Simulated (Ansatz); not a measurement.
The starting structures come from a database of crystals and need not be the phases stable at ambient conditions.

Tunnelling through a barrier is set by its complex band structure: the current falls as exp(−2κd) with the smallest κ.

Given:

```xyz
14
Lattice="6.4695 0.0000 0.0000 -2.9560 5.7547 0.0000 0.0000 0.0000 11.0907" Properties=species:S:1:pos:R:3 pbc="T T T"
Ba     0.1772     0.2902     5.5453
Ba     0.1772     0.2902     0.0000
Sn     3.8814     1.8677     8.3180
Sn    -0.1122     4.3060     2.7727
Hg     0.1347     3.8531     8.3180
Hg     3.3658     1.8803     2.7727
S     -1.5666     3.0540     6.4520
S      3.4324     0.0020     4.6387
S     -1.5666     3.0540    10.1840
S      3.4324     0.0020     0.9067
S      1.5431     1.4219     8.3180
S      0.5597     2.0223     2.7727
S      2.0398     5.4248     8.3180
S      3.8934     4.2931     2.7727
```

Space group of this cell: Ama2. The cell is taken as given; by r2SCAN its mean pressure is -1.4 GPa.

Transport runs along the normal of the first two printed cell vectors.

No gap correction and no spin-orbit coupling; mid-gap values are interpolated between computed energies.

Question: State the band gap and the smallest decay constant κ at mid-gap according to r2SCAN (Ansatz, an electronic-structure program).

Answer: Gap 2.22 eV on a 6×6×4 mesh; κ = 0.221 1/Å, at the zone centre.
